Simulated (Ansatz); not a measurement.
The starting structures come from a database of crystals and need not be the phases stable at ambient conditions.

Inside the gap of an insulator the Bloch states are evanescent, with a wavenumber k + iκ along the transport direction.

Data:

```xyz
10
Lattice="5.1340 0.0000 0.0000 2.5670 4.8380 0.0000 2.5670 -1.3620 4.1054" Properties=species:S:1:pos:R:3 pbc="T T T"
Li     5.1340     3.7249     1.1627
Li     5.1340     0.6249     3.2154
Ta     5.1340     3.4689     4.1032
Ta     2.5670     1.7309     2.0505
O      6.0523     2.5766     2.5220
O      3.2149     3.1075     0.9215
O      8.7017     2.2328     3.5583
O      1.6487     0.8386     0.4693
O      7.0530     0.0075     2.9743
O      4.1332     0.4948     1.5056
```

The cell is strained (lengths along the current scaled by 0.97, ions clamped); by PBEsol it stands under a pressure of 6.4 GPa.

Transport runs along the normal of the first two printed cell vectors.

The gap is the functional's own. No spin-orbit coupling. Mid-gap values are those at the computed energy nearest the middle.

Predict the band gap and the smallest decay constant κ at mid-gap from Ansatz (a quantum-chemistry and plane-wave program) with PBEsol.

Gap 3.90 eV on a 8×8×8 mesh; κ = 0.402 1/Å, at the zone centre.
